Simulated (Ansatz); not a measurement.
The starting structures come from a database of crystals and need not be the phases stable at ambient conditions.

Inside the gap of an insulator the Bloch states are evanescent, with a wavenumber k + iκ along the transport direction.

Data:

```xyz
20
Lattice="5.4519 0.0000 0.0000 0.0000 9.2192 0.0000 1.7748 4.6096 4.6571" Properties=species:S:1:pos:R:3 pbc="T T T"
Li     1.3630     6.9827     0.0000
Li     4.0889     2.2365     0.0000
In     1.3630     1.0123     0.0000
In     4.0889     8.2069     0.0000
Si     2.2639     8.4400     2.8039
Si     4.9628     5.3888     1.8533
Si     2.2368     3.8304     1.8533
Si     4.9899     9.9984     2.8039
O      0.7828     4.4509     1.3817
O      6.4438     9.3778     3.2754
O      3.7179     9.0605     3.2754
O      3.5088     4.7682     1.3817
O      4.9918     9.9879     1.1389
O      2.2348     3.8409     3.5183
O      4.9608     5.3783     3.5183
O      2.2659     8.4505     1.1389
O      5.1851     6.8372     1.1770
O      2.0416     6.9915     3.4801
O      4.7675    11.4468     3.4801
O      2.4592     2.3820     1.1770
```

Space group of this cell: C2/c. The cell is taken as given; by PBEsol its mean pressure is -3.9 GPa.

Transport runs along the normal of the first two printed cell vectors.

The gap is the functional's own. No spin-orbit coupling. Mid-gap values are interpolated on the energy grid.

Task: State the band gap and the smallest decay constant κ at mid-gap according to PBEsol run with Ansatz (a first-principles code).

Result: Gap 3.53 eV on a 6×8×8 mesh; κ = 0.335 1/Å, at the zone centre.
